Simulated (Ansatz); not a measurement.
## TaSi2, pressure series

The reference is TaSi₂ (space group P6_222, No. 180; a = 4.776 Å, c = 6.563 Å).

Cell and atoms are relaxed at each pressure.

Method: Ansatz (a program for electronic structure) r2SCAN, no SOC.

Notes on the quantities. enthalpy: H = E + PV relative to the base's energy.

```json
[
 {"case": "base", "enthalpy": "–", "lattice parameter a": "4.776 Å"},
 {"case": "pressure −2 GPa", "enthalpy": "-0.18 eV/atom", "lattice parameter a": "4.795 Å"},
 {"case": "pressure −1 GPa", "enthalpy": "-0.09 eV/atom", "lattice parameter a": "4.785 Å"},
 {"case": "pressure 0.3 GPa", "enthalpy": "+0.03 eV/atom", "lattice parameter a": "4.773 Å"},
 {"case": "pressure 0.7 GPa", "enthalpy": "+0.06 eV/atom", "lattice parameter a": "4.770 Å"},
 {"case": "pressure 1.5 GPa", "enthalpy": "+0.13 eV/atom", "lattice parameter a": "?"},
 {"case": "pressure 3 GPa", "enthalpy": "+0.27 eV/atom", "lattice parameter a": "4.750 Å"},
 {"case": "pressure 5 GPa", "enthalpy": "+0.44 eV/atom", "lattice parameter a": "4.733 Å"},
 {"case": "pressure 7.5 GPa", "enthalpy": "+0.66 eV/atom", "lattice parameter a": "4.714 Å"},
 {"case": "pressure 10 GPa", "enthalpy": "+0.88 eV/atom", "lattice parameter a": "4.695 Å"}
]
```

### Question
What belongs in the blanks?

### Answer

- pressure 1.5 GPa, lattice parameter a: 4.763 Å

Load acts through the strain it causes; cell and atoms are relaxed under it. No phonon test of stability was made. Competing high-pressure phases were not computed. The final runs are not spin-polarised. An odd electron count without spin: TaSi2.
